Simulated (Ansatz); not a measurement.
The starting structures come from a database of crystals and need not be the phases stable at ambient conditions.

Inside the gap of an insulator the Bloch states are evanescent, with a wavenumber k + iκ along the transport direction.

Consider the following.

```
CELL_PARAMETERS angstrom
      7.41942     0.00000     0.00000
      0.01846     7.41939     0.00000
      3.70048    -3.70970     3.44148
ATOMIC_POSITIONS crystal
  K  0.75166 0.24834 0.49668
  K  0.00166 0.49834 0.99668
  H  0.39871 0.02943 0.75912
  H  0.84217 0.72969 0.75912
  H  0.52031 0.40783 0.25912
  H  0.22057 0.85129 0.25912
  P  0.23449 0.76551 0.53102
  P  0.48449 0.01551 0.03102
  O  0.51829 0.21493 0.26456
  O  0.21715 0.04963 0.26456
  O  0.20037 0.03285 0.76456
  O  0.03507 0.73171 0.76456
  O  0.70354 0.72892 0.75556
  O  0.54090 0.02664 0.75556
  O  0.22336 0.70910 0.25556
  O  0.52108 0.54646 0.25556
```

The cell is taken as given; by r2SCAN it stands under a pressure of 1.5 GPa.

Transport runs along the normal of the first two printed cell vectors.

No gap correction and no spin-orbit coupling; mid-gap is the computed energy nearest the middle.

Q: Predict the band gap and the smallest decay constant κ at mid-gap from Ansatz (a quantum-chemistry and plane-wave program) with r2SCAN.

A: Gap 6.40 eV on a 10×10×10 mesh; κ = 0.528 1/Å, at the zone centre.
